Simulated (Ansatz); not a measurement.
For PtIn₂ (Fm-3m, No. 225, 3 atoms in the cell; start mp-22682), LDA (PAW; Ansatz, a program for electronic structure) gives:

- lattice parameter a = 6.313 Å
- bulk modulus B0 = 118 GPa

Question: What does PBEsol (Ansatz, plane waves, PAW) give for the same quantities?

Answer: 
- lattice constant a: 6.372 Å (goes up by 0.9 %)
- bulk modulus: 109 GPa (drops by 7.6 %)

Changes are worked out from the printed values.

Unless a cell is named, each level is at its own relaxed cell (LDA 20.97, PBEsol 21.56 Å³/atom).

Levels without +SOC leave out spin–orbit coupling, which shifts energies and cells of such heavy elements.

Caveats: the bulk modulus is −V dP/dV from two relaxed cells at ±2 % in volume (LDA, PBEsol); the relaxation could not lower the start's symmetry, so the cell can be a saddle point above a distorted one (LDA, PBEsol). Ansatz's density-functional and Hartree–Fock values are scalar-relativistic unless marked +SOC, with PAW data made under PBE.

A start named mp-… is a Materials Project structure, which need not be a measured phase.
